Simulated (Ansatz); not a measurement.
SnC (Imm2), PBE with spin-orbit coupling, rigid bands (Ansatz, an electronic-structure program): Condition of this run: uniaxial stress along [110] of -7.5 GPa (compression positive) (the target of the relaxation). band gap 0.54 eV, N_c = 5.08e17 cm⁻³ and N_v = 7.86e18 cm⁻³ at 300 K, conductivity masses along y (a = (0.04, 2.57, 2.47) Å; b = (2.57, 0.04, 2.47) Å; c = (2.61, 2.61, 0.00) Å) of 0.0867 mₑ (electrons) and 0.543 mₑ (holes). Take k_BT = 0.02585 eV.

A film of it is 5 nm thick, with its normal along the direction named. Estimate the confinement energies in an infinite well.

ħ²π²/(2m t²) = 0.376 eV·nm²/(m/mₑ × t²) gives 173 meV for electrons and 27.7 meV for holes, so the gap would widen to about 0.74 eV. Finite barriers and nonparabolic bands lower this, and with several valleys or bands the heaviest mass along the normal sets the lowest level, not this average.

What thermal injection velocity √(2k_BT/πm) limits a ballistic channel along the direction named?

1.83e7 cm/s for electrons and 7.30e6 cm/s for holes, a ratio of √(m_h/m_e) = 2.50, for dilute carriers.

Find the intrinsic carrier density and the intrinsic Fermi level.

n_i = √(N_c N_v) exp(−E_g/2k_BT) = 2.00e18 × exp(−10.44) = 5.8e13 cm⁻³. The level lies (k_BT/2) ln(N_v/N_c) = 35 meV from mid-gap (positive towards the conduction band). Each 0.1 eV added to the gap lowers n_i by a factor of 6.9.

Rigid, parabolic bands with the computed gap; masses take one relaxation time for all states. Geometry: cell and atoms relaxed with PBEsol.

Computed structure with no diffraction record at hand here (it may be known, metastable or hypothetical): SnC (Imm2).
